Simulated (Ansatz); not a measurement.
The starting structures come from a database of crystals and need not be the phases stable at ambient conditions.

 Where the default PAW files enter, the runs use the earlier of Ansatz's two default sets.

Here is the system:

```
AlGaP2
1.0
    5.46663     0.00000     0.00000
    2.73331     6.10202     0.00000
    2.73331    -1.22435     2.44376
Al Ga P
1 1 2
Direct
  0.00000   0.50000   0.50000
  0.00000   0.00000   0.00000
  0.74961   0.25039   0.75039
  0.75039   0.74961   0.24961
```

Space group of this cell: P-4m2. The cell is taken as given.

Transport runs along the normal of the first two printed cell vectors, the (111) plane of the conventional cell.

The gap is the functional's own, uncorrected, and κ follows it; spin-orbit coupling is left out. Mid-gap values are interpolated between the computed energies.

Problem. Give the band gap and the smallest decay constant κ at mid-gap that PBEsol run with Ansatz (an electronic-structure program) yields.

Solution. Gap 1.49 eV on a 12×12×12 mesh; κ = 0.130 1/Å, at the zone centre.
